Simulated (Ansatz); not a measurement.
The starting structures come from a database of crystals and need not be the phases stable at ambient conditions.

Consider the following.

```
CELL_PARAMETERS angstrom
      4.81270     0.00000     0.00000
      0.86289     4.96659     0.00000
      0.00000     0.00000     4.87188
ATOMIC_POSITIONS crystal
  Ti 0.72256 0.71315 0.44719
  Ti 0.27744 0.28685 0.55281
  Ti 0.27744 0.78685 0.94719
  Ti 0.72256 0.21315 0.05281
  O  0.55464 0.96677 0.74237
  O  0.44536 0.03323 0.25763
  O  0.44536 0.53323 0.24237
  O  0.55464 0.46677 0.75763
  O  0.93616 0.35156 0.32303
  O  0.06384 0.64844 0.67697
  O  0.06384 0.14844 0.82303
  O  0.93616 0.85156 0.17697
```

The cell is taken as given; by r2SCAN it stands under a pressure of -1.5 GPa.

Transport runs along the normal of the first two printed cell vectors.

The gap is the functional's own. No spin-orbit coupling. Mid-gap values are those at the computed energy nearest the middle.

Compute, with r2SCAN (Ansatz, a quantum-chemistry and plane-wave program), the band gap and the smallest decay constant κ at mid-gap.

Gap 2.66 eV on a 6×6×6 mesh; κ = 0.385 1/Å, at the zone centre.
